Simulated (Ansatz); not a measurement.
Abridged Ansatz (an electronic-structure program) output:

```
Relaxation: its limit of steps is 60 (relax.max_steps)
Pseudopotential: Ta, paw, valence charge 13
Pseudopotential: As, paw, valence charge 15
Crystal: 4 atoms, lattice volume = 69.997 Å³
Basis set: ecut = 420 eV, 1387 PW (Γ), exchange–correlation on 90×90×90 points (8 copies of the dense FFT grid, shifted against one another)
Bands: 34, of which v1, the nominal top of the filled ones, is band 28 counted from 1 (27 counted from 0)
Symmetry: 8 space group operations
k-points: 550 of 6859 (time reversal used)
Functional: x = pbe(κ = 0.804, μ = 0.2195149727645171), c = pbe(β = 0.06672455060314922)
SCF iter   1: F=—  HF=-29578.959837 eV  |F-HF|=—  |Δ(HF+E_count)|=         —  Δρ=7.30e-3  dr2=3.21e-2  ethr=1.77e-3  ⟨swp⟩=5.9  Hψ=75035  notcnv=0
SCF iter   2: F=—  HF=-29578.956877 eV  |F-HF|=—  |Δ(HF+E_count)|=   2.96e-3  Δρ=4.06e-3  dr2=8.27e-3  ethr=5.73e-5  ⟨swp⟩=1.3  Hψ=23366  notcnv=0  defer=11
SCF 1 converged in 7 iterations: F = -29578.956855 eV  dr2 = 9.06e-9
relax step   1: F+E_penalty+E_count = -29578.95685515 eV  Δ(F+E_penalty+E_count) = +0.000e0 eV  max|allowed force component| = 3.623e-6 eV/Å  Δτ_max = 0.0000 Å  P = +0.899 GPa  Ω = 69.997 Å³  (7 SCF iters, dr2 threshold 1.00e-7 eV, accepted)
[... steps on the carried basis left out ...]
relax step   5: F+E_penalty+E_count = -29578.95252566 eV  Δ(F+E_penalty+E_count) = +1.215e-4 eV  max|allowed force component| = 2.242e-6 eV/Å  Δτ_max = 0.0000 Å  P = +2.099 GPa  Ω = 69.533 Å³  stress off target by 5.97e-3 GPa  SCF on the basis re-selected at this cell (its energy is not comparable with the rows above)  (9 SCF iters)
SCF converged after 9 iterations
Free energy (F): -29578.952526 eV
Internal energy: -29578.949622 eV  (E = F + TS)
E sigma→0 (E₀):  -29578.951074 eV
Entropy (-TS):   -0.002903 eV (-0.726 meV/atom)
Fermi energy:    17.063981 eV
--- Forces (eV/Å), atoms counted from 1 ---
  atom   1  Ta    -0.00000000     0.00000000     0.00000224
  atom   2  Ta     0.00000000    -0.00000000     0.00000224
  atom   3  As    -0.00000000     0.00000000    -0.00000224
  atom   4  As     0.00000000     0.00000000    -0.00000224
--- Stress (GPa, compression-positive) ---
        2.102073       0.000000      -0.000000
        0.000000       2.102073       0.000000
       -0.000000      -0.000000       2.094031
  P = ⅓ Tr σ = 2.0994 GPa (20.994 kbar)
--- Relaxed structure (4 steps of the walk, 3 accepted, 1 SCFs on fresh bases) ---
  cell:  # Å, volume = 69.5331 Å³
    - [-1.7259540418740997, 1.7259540418740997, 5.835431814421423]
    - [1.7259540418740997, -1.7259540418740997, 5.835431814421423]
    - [1.7259540418740997, 1.7259540418740997, -5.835431814421423]
  atoms:
    - { symbol: Ta, position: [0.999043592765949, 0.999043592765949, -2.5202887805419996e-18] }
    - { symbol: Ta, position: [0.7490435927659491, 0.2490435927659491, 0.5] }
    - { symbol: As, position: [0.4169564072340508, 0.4169564072340508, -1.0108691447236727e-18] }
    - { symbol: As, position: [0.1669564072340509, 0.6669564072340509, 0.5] }
```

What was computed, and what are the main results?

TaAs, 4 atoms in the cell, with PBE, PAW, 420 eV (Ansatz; spin-orbit coupling left out), from a series relaxed to a target (pressure 2.1 GPa). The last SCF converged to F = -29578.952526 eV, or -7394.7381 eV per atom, at a pressure of 2.10 GPa. The total energy compares only with runs of the same code, potentials and settings.

Spin-orbit coupling, missing from the scalar runs, can matter with Ta. Load acts through the strain it causes; cell and atoms are relaxed under it. Whether these cells are dynamically stable was not tested. The final runs are not spin-polarised. The cell was made from TaAs (space group I4_1md, No. 109) by this change: pressure 2.1 GPa.

Keys are those of Ansatz 0.2.
